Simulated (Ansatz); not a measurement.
# A computed series for Ti3Al: pressure series

Take Ti3Al (space group P6_3/mmc, No. 194) as the base.

```
Ti3Al
1.0
    5.75530     0.00000     0.00000
   -2.87765     4.98424     0.00000
    0.00000     0.00000     4.65460
Ti Al
6 2
Direct
  0.83025   0.66050   0.25000
  0.16975   0.83025   0.75000
  0.33950   0.16975   0.25000
  0.16975   0.33950   0.75000
  0.83025   0.16975   0.25000
  0.66050   0.83025   0.75000
  0.33333   0.66667   0.25000
  0.66667   0.33333   0.75000
```

Cell and atoms are relaxed at each pressure.

Levels (all Ansatz, an electronic-structure program, PAW, earlier PAW set): PBE (420 eV, without spin-orbit coupling); r2SCAN (500 eV, no SOC).

The base cell above is that of PBE; each level relaxes its own structures.

```tsv
case	shortest interatomic distance, PBE	shortest interatomic distance, r2SCAN
pressure −2 GPa	2.842 Å	2.829 Å
pressure −1 GPa	2.833 Å	2.821 Å
pressure 1.8 GPa	2.810 Å	2.800 Å
pressure 4.2 GPa	2.790 Å	2.781 Å
pressure 9 GPa	2.756 Å	2.749 Å
pressure 18 GPa	2.702 Å	2.697 Å
pressure 30 GPa	2.644 Å	2.640 Å
pressure 45 GPa	2.586 Å	2.583 Å
pressure 60 GPa	2.539 Å	2.536 Å
```

PBE lies above r2SCAN in every row, by 0.003 Å to 0.013 Å. They put the cases in the same order.

Load acts through the strain it causes; cell and atoms are relaxed under it. Whether these cells are dynamically stable was not tested. Competing high-pressure phases were not computed. The final runs are not spin-polarised.
